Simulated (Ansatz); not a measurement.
The reference is Be in the hcp (Mg type) structure (space group P6_3/mmc, No. 194; relaxed with 0.1 eV smearing).

```
CELL_PARAMETERS angstrom
      2.26274     0.00000     0.00000
     -1.13137     1.95959     0.00000
      0.00000     0.00000     3.56641
ATOMIC_POSITIONS crystal
  Be 0.66667 0.33333 0.75000
  Be 0.33333 0.66667 0.25000
```

Calculations: PBE (Ansatz, a program for electronic structure), without spin-orbit coupling.

Base values:

```
Property   Result
--------  -------
Pressure  0.0 GPa
Band gap     zero
```

Modification: an isotropic linear strain of −2.50 %, atoms relaxed at fixed cell.

Predict the new energy relative to the base.

The energy increases by 18 meV/atom.

What does the calculation give for the pressure after the change?

The pressure (mean of the normal stresses, compression positive) goes from zero to 10.6 GPa.

How does this affect the band gap?

The band gap is still zero.

Whether these cells are dynamically stable was not tested.
